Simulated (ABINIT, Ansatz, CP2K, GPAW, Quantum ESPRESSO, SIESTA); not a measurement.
# HfIr3 (Pm-3m, 4 atoms in the cell) computed with different codes at matched settings

Self-consistent single point.

```
CELL_PARAMETERS angstrom
      3.87090     0.00000     0.00000
      0.00000     3.87090     0.00000
      0.00000     0.00000     3.87090
ATOMIC_POSITIONS crystal
  Hf 0.00000 0.00000 0.00000
  Ir 0.00000 0.50000 0.50000
  Ir 0.50000 0.00000 0.50000
  Ir 0.50000 0.50000 0.00000
```

All programs got the same cell, k-point mesh and kind of occupations (in Ansatz's words: kpoints.mp_grid.grid = 7 7 7; scf.occupations.method = gaussian; scf.occupations.width = 0.2 eV); potentials, basis and cutoffs are each program's usual ones.

| code | model | pressure (GPa) | k-points | cutoff |
|---|---|---|---|---|
| Quantum ESPRESSO | PBEsol, PseudoDojo standard norm-conserving (PBESOL) pseudopotentials | 13.12 | 20 | 70 Ry |
| SIESTA | GGA PBEsol, numerical atomic orbitals DZP, PseudoDojo PBEsol standard norm-conserving potentials (rewritten from UPF to PSML) | 13.23 | 172 | grid 300 Ry |
| CP2K | PBEsol, GPW, DZVP-MOLOPT-SR-GTH basis, GTH-PBE potentials (GTH_POTENTIALS) | 12.79 | 172 | grid 500 Ry |
| Ansatz | PBEsol, PAW files made with PBE | 13.75 | 20 | default |
| ABINIT | PBEsol, norm-conserving pseudopotentials (PseudoDojo nc-sr-04 PBEsol standard) | 13.09 | 20 | 925 eV |
| GPAW | PBEsol, GPAW PAW datasets PBEsol (made by gpaw-setup) | 13.31 | 20 | 600 eV |

The spread over the programs that give each value: pressure within 0.96 GPa.

The starting cell comes from a database of computed structures (which also holds hypothetical and non-ambient phases and stackings), without a prior relaxation at this level. Its lattice was rescaled by a random factor within 2.5 % of one. On Ansatz's run: Spin-orbit coupling is off. Spin polarisation is off. In the base run, with a pressure of about 14 GPa the cell is away from its equilibrium volume at this level.

Task: Why do the programs differ, and what cannot be compared?

Result: Differences of this kind can come from the potentials, where these differ, and from what each basis and cutoff leave unconverged. The valence holds different numbers of electrons (Quantum ESPRESSO 63, SIESTA 63, CP2K 63, Ansatz (a program for electronic structure) 77, ABINIT 63, GPAW 57). The zero of total energies and Fermi levels follows the potentials and each program's conventions, so they are not compared here. SIESTA and CP2K use small atom-centred bases, whose incompleteness enters pressures, forces and empty levels differently from a plane-wave cutoff. Ansatz's pressure is given at a fixed set of plane waves, as the other plane-wave codes print theirs; with its correction for the finite basis it is 13.85 GPa. The programs reduce the same mesh by symmetry to different extents, which changes the work and not the result.

Left out of this page: Elk and FLEUR (not drawn, or without a comparable value).

Keys are those of Ansatz 0.2.
